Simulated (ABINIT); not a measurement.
Input and output of a self-consistent single point for CdCo₃N (Pm-3m, 5 atoms in the cell) (ABINIT).

Method of the run: PBEsol, PAW (JTH v2.0 PBE PAW, files made for PBE) (plane waves; ABINIT).

```yaml
crystal:
  lattice:
    - [3.85504, 0.00000, 0.00000]
    - [0.00000, 3.85504, 0.00000]
    - [0.00000, 0.00000, 3.85504]
  atoms:
    - { symbol: Cd, position: [0.00000, 0.00000, 0.00000] }
    - { symbol: Co, position: [0.50000, 0.50000, 0.00000], spin: 3.0 }
    - { symbol: Co, position: [0.00000, 0.50000, 0.50000], spin: 3.0 }
    - { symbol: Co, position: [0.50000, 0.00000, 0.50000], spin: 3.0 }
    - { symbol: N, position: [0.50000, 0.50000, 0.50000] }
```
(The spins are starting values, not results.)

Reference input (self-consistent single point, DFT, PBEsol, plane waves, PAW (JTH v2.0 PBE PAW, files made for PBE)): pseudos = [Cd.GGA_PBE-JTH.xml, Co.GGA_PBE-JTH.xml, N.GGA_PBE-JTH.xml]; ecut = 30 Ha; pawecutdg = 60 Ha; pawxcdev = 0; ixc = -116133; nsppol = 2; occopt = 7; tsmear = 0.00499791 Ha; ngkpt = 6 6 6; nshiftk = 1; shiftk = 0 0 0; potentials = JTH v2.0 PBE PAW. This run's input differs from it in these lines:

```diff
@@ -33,3 +33,3 @@
 kptopt 1
-ngkpt 6 6 6
+ngkpt 5 5 5
 nshiftk 1
```

Output, abridged:

```
--- !BeginCycle
solver: {iscf: 17, nstep: 80, nline: 4, wfoptalg: 10, }
tolerances: {tolvrs: 1.00E-11, }
...

     iter   Etot(hartree)     deltaE(h) residm    nres2    magn
 ETOT  1  -490.17687113616    -4.90E+02 1.31E+01 1.07E+03 3.399
 ETOT  2  -499.15200767171    -8.98E+00 3.39E-01 3.16E+03 0.062
 ETOT  3  -496.66832919529     2.48E+00 1.11E+00 1.51E+04 4.418
 ETOT  4  -496.83880824013    -1.70E-01 3.17E-01 1.82E+04 4.551
 ETOT  5  -497.05285343741    -2.14E-01 3.11E-01 7.15E+03 5.491
   [... 71 lines left out ...]
 ETOT 77  -496.51104454551     2.95E-08 2.25E-02 1.63E-05 3.229
 ETOT 78  -496.51104503314    -4.88E-07 4.47E-02 5.84E-06 3.229
 ETOT 79  -496.51104540842    -3.75E-07 4.12E-03 2.76E-06 3.229
 ETOT 80  -496.51104550973    -1.01E-07 3.17E-03 2.73E-07 3.229

 Cartesian components of stress tensor (hartree/bohr^3)
  sigma(1 1)=  3.68480836E-04  sigma(3 2)=  0.00000000E+00
  sigma(2 2)=  3.68480836E-04  sigma(3 1)=  0.00000000E+00
  sigma(3 3)=  3.68480836E-04  sigma(2 1)=  0.00000000E+00
 scprqt:  WARNING -
  nstep=   80 was not enough SCF cycles to converge;
  density residual=  2.725E-07 exceeds tolvrs=  1.000E-11

 Integrated electronic and magnetization densities in atomic spheres:
 Radius=ratsph(iatom), smearing ratsm=  0.0000. Diff(up-dn)=approximate z local magnetic moment.
 Atom    Radius    up_density   dn_density  Total(up+dn)  Diff(up-dn)
   [... lines left out ...]
 Total magnetization (from the atomic spheres):             3.309479
 Total magnetization (exact up - dn):                       3.229198
 Fermi (or HOMO) energy (hartree) =   0.43589   Average Vxc (hartree)=  -0.45623
   [... lines left out ...]

 Eigenvalues (hartree) for nkpt=  10  k points, SPIN DOWN:
   1.01466
   0.00000
 prteigrs : prtvol=0 or 1, do not print more k-points.

--- !EnergyTerms
kinetic             :  5.42015437476999E+01
hartree             :  1.30250674614936E+02
xc                  : -1.52872148063785E+01
Ewald energy        : -3.29973684331795E+02
psp_core            :  1.30661897346731E+01
local_psp           : -4.27936262415264E+02
internal            : -4.96509808224639E+02
'-kT*entropy'       : -1.17811877503211E-03
total_energy        : -4.96510986343414E+02
total_energy_eV     : -1.35107510400979E+04
...

-Cartesian components of stress tensor (GPa)         [Pressure= -1.0841E+01 GPa]
- sigma(1 1)=  1.08410787E+01  sigma(3 2)=  0.00000000E+00
- sigma(2 2)=  1.08410787E+01  sigma(3 1)=  0.00000000E+00
- sigma(3 3)=  1.08410787E+01  sigma(2 1)=  0.00000000E+00

 Calculation completed.
```

The run ended unconverged after 80 iterations. 

The starting cell comes from a database of computed structures (which also holds hypothetical and non-ambient phases and stackings), without a prior relaxation at this level. The potentials were made for another functional than the one used.

Cost on one core of a shared machine: roughly 10 min.
